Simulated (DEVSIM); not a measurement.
System: illuminated Si n-on-p cell, one wavelength, at 300 K.

Layer 1 from the left is Si, thickness (μm) 0.340, Nd (cm⁻³) 6e17, τn (s) 3.2e-9, τp (s) 1e-8, absorption coefficient (cm⁻¹) 45000. Layer 2 from the left is Si, thickness (μm) 190, Na (cm⁻³) 6e16, τn (s) 2.5e-7, τp (s) 2.5e-7, absorption coefficient (cm⁻¹) 45000.

Left contact: ohmic, minority hole recombination velocity 5e5 cm/s. Right contact: ohmic, minority electron recombination velocity 8e6 cm/s. Voltage is applied to the left contact. Recombination: SRH at mid-gap, radiative, Auger. Light enters at the left, 5.5e16 photons cm⁻² s⁻¹, one pass, no reflection. Mobility is μmin + (μ − μmin)/(1 + (N/Nref)^α).

Constants are typed, rounded textbook-type inputs, not results; the design itself was drawn at random and stands for no fabricated device. Values at 300 K.

Si: gap (eV) 1.124, affinity (eV) 4.05, permittivity 11.7, Nc (cm⁻³) 2.86e19, Nv (cm⁻³) 3.1e19, μn (cm²/Vs) 1417, μp (cm²/Vs) 470, μn,min 52, μp,min 45, Nref,n 9.7e16, Nref,p 2.2e17, αn 0.68, αp 0.72, B (cm³/s) 4.7e-15, Cn (cm⁶/s) 2.8e-31, Cp (cm⁶/s) 9.9e-32.

Simulated with DEVSIM: 1D drift-diffusion, Boltzmann statistics, complete ionisation; no tunnelling, impact ionisation, image-force lowering or self-heating.

Dark forward current:

```
|V| (V)  |J| (A/cm²)
-------  -----------
0.05        6.437e-9
0.10        2.287e-8
0.15        6.848e-8
0.20        2.016e-7
0.25        6.230e-7
0.30        2.159e-6
0.35        8.952e-6
0.40        4.524e-5
0.45       0.0002660
0.50        0.001706
0.55         0.01139
0.60         0.07658
0.65          0.4840
0.70           2.304
0.75           6.642
0.80           13.01
0.85           20.63
0.90           29.08
0.95           38.21
1.00           47.93
1.05           58.23
1.10           69.09
1.15           80.54
1.20           92.58
1.25           105.2
1.30           118.5
```

### Question
Work out the local ideality factor n = ΔV / (kT/q · ln(J2/J1)) between the rows 0.15 and 0.20 V, 0.55 and 0.60 V, 1.25 and 1.30 V.

### Answer
kT/q = 25.85 mV. From 0.15 to 0.20 V: ln(2.016e-7/6.848e-8) = 1.080, n = 1.79. From 0.55 to 0.60 V: ln(0.07658/0.01139) = 1.906, n = 1.02, near the 1 of diffusion or emission over a barrier. From 1.25 to 1.30 V: ln(118.5/105.2) = 0.119, n = 16.25.

### Question
What current could the absorbed light give at most, and what share is collected?

### Answer
Σ αd = 857, so qΦ(1 − exp(−Σ αd)) = 8.81 mA/cm². The simulated short-circuit current is 5.533 mA/cm², a share of 0.63.

### Question
Estimate the open-circuit voltage by superposition: the voltage at which the dark current equals that short-circuit current.

### Answer
Interpolating ln J in the table gives 0.531 V. The simulation gives 0.531 V, the same within the digits that matter. Superposition holds where collection doesn't change with voltage.

### Question
Estimate the fill factor from FF0 = (v − ln(v + 0.72))/(v + 1), v = qVoc/(nkT), with n from the dark curve.

### Answer
The rows about Voc, 0.50 and 0.55 V, give n = 1.02, so v = 20.2 and FF0 = 0.809. The simulation gives 0.803, the same within the digits that matter.
